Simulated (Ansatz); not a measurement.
System: GeSe (model structure, started from the NiAs type, P6₃/mmc, No. 194, 4 atoms in the cell). Method: PBEsol in Ansatz (plane waves, PAW).

Settings: plane-wave cutoff 520 eV, 18×18×10 k mesh (along the axes of the cell as run), Fermi–Dirac smearing 0.05 eV, scalar-relativistic PAW data made under PBE.

Cell (relaxed at this level):

```yaml
crystal:
  lattice:
    - [3.84001, 0.00000, 0.00000]
    - [-1.92001, 3.32555, 0.00000]
    - [0.00000, 0.00000, 6.87755]
  atoms:
    - { symbol: Ge, position: [0.00000, 0.00000, 0.00000] }
    - { symbol: Ge, position: [0.00000, 0.00000, 0.50000] }
    - { symbol: Se, position: [0.33333, 0.66667, 0.25000] }
    - { symbol: Se, position: [0.66667, 0.33333, 0.75000] }
```

**Question.** What does this level give for the bulk modulus?

**Answer.** 
bulk modulus: 58.4 GPa

The run finds no gap.

Note: the bulk modulus is −V dP/dV from two relaxed cells at ±2 % in volume; the relaxation could raise the start's symmetry but not lower it, so the cell can be a saddle point.

Computed values are for the static lattice.

The result took about 2.5 core-minutes (a rough figure).

A model structure was made by putting elements into a prototype or built by hand; it is no filed structure, need not be a known phase, and can be a saddle point held by its symmetry.

Ansatz is an electronic-structure program.
